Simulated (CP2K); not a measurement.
Input and output of a self-consistent single point for KF (Fm-3m, 2 atoms in the cell) (CP2K)

Computed with CP2K with PBE, GPW, DZVP-MOLOPT-SR-GTH basis, GTH-PBE potentials (GTH_POTENTIALS).

Input:

```
&GLOBAL
  PROJECT calc
  RUN_TYPE ENERGY_FORCE
  PRINT_LEVEL LOW
&END GLOBAL
&FORCE_EVAL
  METHOD Quickstep
  STRESS_TENSOR ANALYTICAL
  &DFT
    BASIS_SET_FILE_NAME BASIS_MOLOPT
    POTENTIAL_FILE_NAME GTH_POTENTIALS
    &QS
      METHOD GPW
      EPS_DEFAULT 1E-11
    &END QS
    &MGRID
      CUTOFF 550
      REL_CUTOFF 50
      NGRIDS 5
    &END MGRID
    &SCF
      SCF_GUESS ATOMIC
      EPS_SCF 1E-7
      MAX_SCF 100
      ADDED_MOS 4
      &DIAGONALIZATION
        ALGORITHM STANDARD
      &END DIAGONALIZATION
      &MIXING
        METHOD BROYDEN_MIXING
        ALPHA 0.2
        NBUFFER 8
        BETA 1.5
      &END MIXING
      &SMEAR ON
        METHOD FERMI_DIRAC
        ELECTRONIC_TEMPERATURE [K] 580.23
      &END SMEAR
    &END SCF
    &KPOINTS
      SCHEME MONKHORST-PACK 4 4 4
      GAMMA_CENTERED T
    &END KPOINTS
    &XC
      &XC_FUNCTIONAL PBE
      &END XC_FUNCTIONAL
    &END XC
    &PRINT
      &MO
        EIGENVALUES T
        OCCUPATION_NUMBERS T
        NDIGITS 8
        FILENAME mo
        &EACH
          QS_SCF 0
        &END EACH
        ADD_LAST NUMERIC
      &END MO
      &MULLIKEN OFF
      &END MULLIKEN
    &END PRINT
  &END DFT
  &SUBSYS
    &CELL
      A 3.80193600 0.00000000 0.00000000
      B 1.90096800 3.29257300 0.00000000
      C 1.90096800 1.09752400 3.10426800
      PERIODIC XYZ
    &END CELL
    &COORD
      SCALED
      K        0.00000000     0.00000000     0.00000000
      F        0.50000000     0.50000000     0.50000000
    &END COORD
    &KIND K
      BASIS_SET DZVP-MOLOPT-SR-GTH-q9
      POTENTIAL GTH-PBE-q9
    &END KIND
    &KIND F
      BASIS_SET DZVP-MOLOPT-SR-GTH-q7
      POTENTIAL GTH-PBE-q7
    &END KIND
  &END SUBSYS
  &PRINT
    &FORCES ON
    &END FORCES
    &STRESS_TENSOR ON
    &END STRESS_TENSOR
  &END PRINT
&END FORCE_EVAL
```

Output, abridged:

```
 GLOBAL| Method name                                                        CP2K
 GLOBAL| Project name                                                       calc
 GLOBAL| Run type                                                   ENERGY_FORCE

 TOTAL NUMBERS AND MAXIMUM NUMBERS

  Total number of            - Atomic kinds:                                   2
                             - Atoms:                                          2
                             - Shell sets:                                     2
                             - Shells:                                        11
                             - Primitive Cartesian functions:                 11
                             - Cartesian basis functions:                     29
                             - Spherical basis functions:                     27

  Maximum angular momentum of- Orbital basis functions:                        2
                             - Local part of the GTH pseudopotential:          2
                             - Non-local part of the GTH pseudopotential:      3

 SCF PARAMETERS         Density guess:                                    ATOMIC
                        max_scf:                                             100
                        max_diis:                                              4
                        eps_scf:                                        1.00E-07
                        eps_diis:                                       1.00E-01
                        eps_eigval:                                     1.00E-05
                        level_shift [a.u.]:                             0.000000
                        added MOs                                         4    0
                        Mixing method:                            BROYDEN_MIXING
                                                charge density mixing in g-space
                        Smear method:                                FERMI_DIRAC
                        Electronic temperature [K]:                        580.2
                        Electronic temperature [a.u.]:                  1.84E-03
                        Accuracy threshold:                             1.00E-10
                        No outer SCF

 Extrapolation method: initial_guess

 Number of electrons:                                                         16
 Number of occupied orbitals:                                                  8
 Number of molecular orbitals:                                                12

 Number of orbital functions:                                                 27
 Number of independent orbital functions:                                     27

 SCF WAVEFUNCTION OPTIMIZATION

  Step     Update method      Time    Convergence         Total energy    Change
     1 NoMix/Diag. 0.20E+00      -     2.03041542       -52.6221143157 -5.26E+01
     2 Broy./Diag. 0.20E+00      -     0.03229225       -50.7205334030  1.90E+00
     3 Broy./Diag. 0.20E+00      -     0.07873630       -51.8252506881 -1.10E+00
     4 Broy./Diag. 0.20E+00      -     0.03031918       -52.6376369342 -8.12E-01
     5 Broy./Diag. 0.20E+00      -     0.03386926       -52.2056057004  4.32E-01
     6 Broy./Diag. 0.20E+00      -     0.00753963       -52.6724221781 -4.67E-01
     7 Broy./Diag. 0.20E+00      -     0.00591359       -52.5910698111  8.14E-02
   [... 7 lines left out ...]
    15 Broy./Diag. 0.20E+00      -     0.00000254       -52.6221582936 -4.36E-05
    16 Broy./Diag. 0.20E+00      -     0.00000407       -52.6221689566 -1.07E-05
    17 Broy./Diag. 0.20E+00      -     0.00000015       -52.6221754040 -6.45E-06
    18 Broy./Diag. 0.20E+00      -     0.00000042       -52.6221769195 -1.52E-06
    19 Broy./Diag. 0.20E+00      -     0.00000002       -52.6221774759 -5.56E-07

  *** SCF run converged in    19 steps ***

  Electronic density on regular grids:        -15.9999999998        0.0000000002
  Core density on regular grids:               15.9999999999       -0.0000000001
  Total charge density on r-space grids:        0.0000000001
  Total charge density g-space grids:           0.0000000001

  Overlap energy of the core charge distribution:               0.00000000000000
  Self energy of the core charge distribution:               -121.43662805657317
  Core Hamiltonian energy:                                     31.70766713790921
  Hartree energy:                                              46.21130810630964
  Exchange-correlation energy:                                 -9.10452466350805
  Electronic entropic energy:                                  -0.00000000000000
  Fermi energy:                                                 0.07756893818172

  Total energy:                                               -52.62217747586236
  Total energy (extrapolated to T->0):                        -52.62217747586236

 ENERGY| Total FORCE_EVAL ( QS ) energy [hartree]            -52.622177513603738

 FORCES| Atomic forces [hartree/bohr]
 FORCES|   Atom     x               y               z               |f|
 FORCES|      1 -3.56651003E-14 -5.99841178E-15 -3.32626388E-14   4.91363761E-14
 FORCES|      2 -2.04584768E-14  1.22173733E-14  1.31520974E-15   2.38651055E-14
 FORCES| Sum    -5.61235771E-14  6.21896153E-15 -3.19474290E-14
 FORCES| Total atomic force                                       6.48781135E-14

 STRESS| Analytical stress tensor [bar]
 STRESS|                        x                   y                   z
 STRESS|      x        1.00208058986E+04   1.72408243451E+02   1.21911113164E+02
 STRESS|      y        1.72408243451E+02   9.82175493149E+03   7.04313116466E+01
 STRESS|      z        1.21911113164E+02   7.04313116466E+01   9.77193662893E+03
 STRESS| 1/3 Trace                                             9.87149915300E+03
```

The run converged in 19 iterations.

The starting cell has typed, rounded lattice constants, without a prior relaxation at this level. Its lattice was rescaled by up to half a per cent. Values carry the incompleteness of an atom-centred basis.
